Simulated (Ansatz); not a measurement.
Data:

End structure of the (21-30) surface of hcp Tl in its 1x1 cell, outermost plane spacing 0.39 Å in the ideal cut:

```xyz
18
Lattice="5.6674 0.0000 0.0000 0.0000 9.4690 0.0000 0.0000 0.0000 26.0000" Properties=species:S:1:pos:R:3 pbc="T T T"
Tl     1.4168     2.1049     8.4179
Tl     4.2505     4.0248     8.7085
Tl     1.4168     8.1246     9.3732
Tl     4.2505     0.6413     9.6876
Tl     1.4168     4.7859    10.4915
Tl     4.2505     6.8267    10.8057
Tl     1.4168     1.3569    11.7469
Tl     4.2505     3.3460    12.0610
Tl     1.4168     7.4549    12.8273
Tl     4.2505    -0.0150    13.1727
Tl     1.4168     4.0940    13.9390
Tl     4.2505     6.0831    14.2531
Tl     1.4168     0.6132    15.1943
Tl     4.2505     2.6540    15.5085
Tl     1.4168     6.7987    16.3124
Tl     4.2505     8.7843    16.6268
Tl     1.4168     3.4151    17.2915
Tl     4.2505     5.3351    17.5821
```

Model: 18-atom slab, 9.8 Å thick at the start (thin: gaps and levels are the slab's own), 7x4x1 mesh, Fermi-Dirac 0.1 eV, dipole correction, single point; on the structure that PBE left under its start's symmetry; no spin, no spin-orbit, no U.

**Question.** Predict the work function of the top face from r2SCAN, at the PBE geometry run with Ansatz (a program for electronic structure).

**Answer.** 3.57 eV

**Question.** What surface energy (mean of both faces) does r2SCAN, at the PBE geometry give?

**Answer.** 0.35 J/m²
